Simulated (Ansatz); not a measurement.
Effect of pressure −2 GPa on BeS

Consider BeS in the zinc blende structure (space group F-43m, No. 216; a = 4.796 Å).

Now apply this change: hydrostatic tension (pressure −2 GPa).

Computed with LDA in Ansatz (plane waves to 420 eV, PAW, without spin-orbit coupling). Settings: 12×12×12 k-points, 0.05 eV Fermi–Dirac smearing.

- Volume per atom = 14.07 Å³ (base 13.79 Å³)
- Lattice parameter a = 482.9 pm (base 479.6 pm)
- Shortest interatomic distance = 209.1 pm (base 207.7 pm)
- Enthalpy H = E + PV relative to the base's energy = -0.17 eV/atom
- Band gap = 2.87 eV (base 2.82 eV)
- Gap character = indirect, Γ → X (base indirect, Γ → X)
- Smallest direct gap = 5.48 eV (base 5.49 eV)
- Mean gap deformation potential ΔEg/Δln V = +2.2 eV
- Width of the top valence band = 3.47 eV (base 3.57 eV)
- Electron mass = 0.80 mₑ along k, 0.28 mₑ across (at X) (base 0.80 mₑ along k, 0.28 mₑ across (at X))

Cost of the whole job for the changed cell (relaxation, final SCF and bands): around 14 core-seconds (rough).

Load acts through the strain it causes; cell and atoms are relaxed under it. Masses are band curvatures over ±0.01 Å⁻¹ around the edge. Along k means along the line from Γ to the band edge. Stability against distortions was not tested.

Ansatz is an electronic-structure program.
